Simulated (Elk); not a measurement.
Band structure of TiNi (Pm-3m, 2 atoms in the cell).

```xyz
2
Lattice="2.9609 0.0000 0.0000 0.0000 2.9609 0.0000 0.0000 0.0000 2.9609" Properties=species:S:1:pos:R:3 pbc="T T T"
Ti     1.4804     1.4804     1.4804
Ni     0.0000     0.0000     0.0000
```

Method of the run: LDA (PW92), all-electron FP-LAPW, Elk's shipped species files, APW+lo basis with extra local orbitals in Elk.

Settings: xctype = 3; rgkmax = 8; stype = 0; swidth = 0.00367493 Ha; ngridk = 9 9 9; gmaxvr = 18 1/bohr; lmaxapw = 10; lmaxo = 8; nxlo = 2; lorbcnd = true; lradstp = 2; nrmtscf = 2; rmtscf = 0.95; lmaxi = 4.

The starting cell comes from a database of computed structures (which also holds hypothetical and non-ambient phases and stackings), without a prior relaxation at this level. Its lattice was rescaled by a random factor within 2.5 % of one. Spin polarisation is off. Values depend on the basis (sphere radii, cutoffs, local orbitals), which need not be converged.

Levels in eV from the Fermi level, bands 11 to 18:
```csv
point,11,12,13,14,15,16,17,18
Γ,-2.11,-2.11,-2.11,0.44,0.44,2.69,2.69,2.69
X,-2.21,-2.21,-1.78,-0.82,-0.64,0.62,0.62,2.30
M,-2.91,-1.36,-0.80,0.53,0.53,0.93,2.38,2.38
R,-2.27,-2.27,-2.27,-1.34,-1.34,3.23,3.23,6.21
```

Bands cross the Fermi level along this path, so the cell is metallic at this level.
